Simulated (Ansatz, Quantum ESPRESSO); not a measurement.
**One structure in several programs: WS2 (P-6m2, 3 atoms in the cell)**

Self-consistent single point.

```
CELL_PARAMETERS angstrom
      3.15391     0.00000     0.00000
     -1.57696     2.73137     0.00000
      0.00000     0.00000    16.79294
ATOMIC_POSITIONS crystal
  W  0.00000 0.00000 0.00000
  S  0.33333 0.66667 0.90800
  S  0.33333 0.66667 0.09200
```

Shared settings, as Ansatz (a first-principles code) writes them: kpoints.mp_grid.grid = 6 6 1; magnetization.spin_orbit = true; scf.occupations.method = fixed. Potentials and cutoffs stand in the table.

| code | model | pressure (GPa) | largest force (eV/Å) | gap on the mesh (eV) | cutoff |
|---|---|---|---|---|---|
| Ansatz | LDA (PW92) with spin-orbit coupling, PAW files made with PBE | -0.48 | 0.115 | 1.584 | default |
| Quantum ESPRESSO | LDA (PZ), spin-orbit coupling, PseudoDojo fully relativistic norm-conserving (PBE) pseudopotentials | 0.14 | 0.311 | 1.594 | 75 Ry |

Gaps are read on the mesh.

The spread over the programs that give each value: pressure within 0.62 GPa; largest force within 0.196 eV/Å; gap on the mesh within 0.010 eV.

Ansatz's pressure is given at a fixed set of plane waves, as the other plane-wave codes print theirs. The same LDA comes in different parametrisations, which differ slightly.

The starting cell comes from a database of computed structures (which also holds hypothetical and non-ambient phases and stackings), without a prior relaxation at this level. Its lattice was rescaled by a random factor within 2.5 % of one.

Keys are those of Ansatz 0.2.
